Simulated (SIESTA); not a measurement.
Worked example: self-consistent single point of K₂NaYF₆ (Fm-3m, 10 atoms in the cell) in SIESTA.

Method of the run: SIESTA with GGA PBEsol, numerical atomic orbitals TZP, PseudoDojo PBEsol standard norm-conserving potentials (rewritten from UPF to PSML).

```yaml
crystal:
  lattice:
    - [0.00000, 4.51490, 4.51490]
    - [4.51490, 0.00000, 4.51490]
    - [4.51490, 4.51490, 0.00000]
  atoms:
    - { symbol: K, position: [0.75000, 0.75000, 0.75000] }
    - { symbol: K, position: [0.25000, 0.25000, 0.25000] }
    - { symbol: Na, position: [0.50000, 0.50000, 0.50000] }
    - { symbol: Y, position: [0.00000, 0.00000, 0.00000] }
    - { symbol: F, position: [0.75560, 0.24440, 0.24440] }
    - { symbol: F, position: [0.24440, 0.75560, 0.75560] }
    - { symbol: F, position: [0.24440, 0.75560, 0.24440] }
    - { symbol: F, position: [0.75560, 0.24440, 0.75560] }
    - { symbol: F, position: [0.24440, 0.24440, 0.75560] }
    - { symbol: F, position: [0.75560, 0.75560, 0.24440] }
```

Reference input (self-consistent single point, DFT, GGA PBEsol, numerical atomic orbitals TZP, PseudoDojo PBEsol standard norm-conserving potentials (rewritten from UPF to PSML)): XC.functional = GGA; XC.authors = PBEsol; potentials = PseudoDojo PBEsol standard; PAO.BasisSize = TZP; PAO.EnergyShift = 0.01 Ry; MeshCutoff = 350 Ry; kgrid.MonkhorstPack = 5 5 5; OccupationFunction = MP; OccupationMPOrder = 0; ElectronicTemperature = 0.02 eV; MaxSCFIterations = 150; SCF.Mixer.Method = Pulay. This run's input differs from it in these lines:

```diff
@@ -36,2 +36,3 @@
 PAO.EnergyShift              0.01 Ry
+PAO.SplitNorm                0.3
 MeshCutoff                   350 Ry
```

Output, abridged:

```
        iscf     Eharris(eV)        E_KS(eV)     FreeEng(eV)     dDmax    Ef(eV) dHmax(eV)
   scf:    1    -8018.780555    -8004.109135    -8004.109135  1.473134 -7.594268  4.874021
   scf:    2    -8006.365734    -8005.291752    -8005.291752  0.035128 -3.557846  3.552730
   scf:    3    -8007.197394    -8006.771413    -8006.771413  0.123141 -4.290786  1.227759
   scf:    4    -8006.849756    -8006.820629    -8006.820629  0.024941 -4.499620  0.983142
   scf:    5    -8006.869201    -8006.855891    -8006.855891  0.062241 -5.143886  0.354605
   scf:    6    -8006.871049    -8006.865111    -8006.865111  0.006267 -5.217425  0.091955
   scf:    7    -8006.850472    -8006.861047    -8006.861047  0.011426 -5.178972  0.224063
   scf:    8    -8006.867941    -8006.866087    -8006.866087  0.006920 -5.174401  0.010053
   scf:    9    -8006.866082    -8006.866087    -8006.866087  0.000224 -5.166841  0.009483
   scf:   10    -8006.866091    -8006.866090    -8006.866090  0.000109 -5.168234  0.000178
   scf:   11    -8006.866090    -8006.866090    -8006.866090  0.000006 -5.168187  0.000201
SCF Convergence by DM+H criterion
max |DM_out - DM_in|         :     0.0000062730
max |H_out - H_in|      (eV) :     0.0002009181
SCF cycle converged after 11 iterations

Using DM_out to compute the final energy and forces

siesta: E_KS(eV) =            -8006.8661

siesta: E_KS - E_eggbox =     -8006.8661

siesta: Atomic forces (eV/Ang):
     1   -0.000005   -0.000005   -0.000005
     2    0.000005    0.000005    0.000005
     3   -0.000000   -0.000000    0.000000
     4    0.000000    0.000000   -0.000000
     5   -0.593220    0.000023    0.000023
     6    0.593220   -0.000023   -0.000023
     7    0.000023   -0.593220    0.000023
     8   -0.000023    0.593220   -0.000023
     9    0.000023    0.000023   -0.593220
    10   -0.000023   -0.000023    0.593220
   Tot   -0.000000   -0.000000    0.000000
   Max    0.593220
   [... lines left out ...]
siesta: FreeEng =     -8006.866090
siesta: Cell volume =        184.066962 Ang**3
siesta:         -54.25373546        -78.08880620  kBar
   [... lines left out ...]

Mulliken Atomic Populations:
Atom #   charge [q] valence [e]  Species
     1     0.537850    8.462150  K
     2     0.537850    8.462150  K
     3     0.181123    8.818877  Na
     4     0.782247   10.217753  Y
     5    -0.339845    7.339845  F
     6    -0.339845    7.339845  F
     7    -0.339845    7.339845  F
     8    -0.339845    7.339845  F
     9    -0.339845    7.339845  F
    10    -0.339845    7.339845  F
 Total     0.000000
```

The run converged in 11 iterations. Against the reference run the free energy rises by 18.4 meV/atom, the pressure moves little (-5.35 to -5.43 GPa), the largest force goes from 0.618 to 0.593 eV/Å and the gap on the mesh goes from 5.796 to 5.816 eV.

The starting cell comes from a database of computed structures (which also holds hypothetical and non-ambient phases and stackings), without a prior relaxation at this level. Its lattice was rescaled by a random factor within 2.5 % of one. Values carry the incompleteness of an atom-centred basis. The basis of the alkali or alkaline-earth atoms may lack their empty d shell, which can raise the gap. With a pressure of about -5 GPa the cell is away from its equilibrium volume at this level.

Cost on one core of a shared machine: roughly 50 s.
